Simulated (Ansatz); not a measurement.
Base system: ZnS in the wurtzite structure (space group P6_3mc, No. 186; a = 3.845 Å, c = 6.306 Å).

(Cell as relaxed with PBE.)

Levels (all Ansatz, a program for electronic structure, PAW): PBE (420 eV, without spin-orbit coupling); r2SCAN (500 eV, no spin-orbit coupling).

Each level relaxes its own structure.

```json
[
 {"base": "volume per atom", "PBE": "20.18 Å³", "r2SCAN": "19.59 Å³"},
 {"base": "lattice parameter a", "PBE": "3.845 Å", "r2SCAN": "3.806 Å"},
 {"base": "band gap", "PBE": "2.08 eV", "r2SCAN": "2.78 eV"}
]
```

Perturbation: every S is replaced by O, then cell and atoms are relaxed.

| quantity | PBE | r2SCAN |
|---|---|---|
| shift of the gap caused by the change | -1.33 eV | ___ |
| band gap | 0.74 eV | ___ |
| volume per atom | 12.33 Å³ | ___ |

Given the PBE results, estimate those of r2SCAN.


- shift of the gap caused by the change, r2SCAN: -1.54 eV
- band gap, r2SCAN: 1.24 eV
- volume per atom, r2SCAN: 11.81 Å³

PBE's shift of the gap caused by the change lies 0.21 eV above r2SCAN's; PBE's band gap lies 0.494 eV below r2SCAN's; PBE's volume per atom lies 0.52 Å³ above r2SCAN's (4.4 %). Neither level is exact; r2SCAN is the comparison here, not a measurement.

Whether these cells are dynamically stable was not tested.
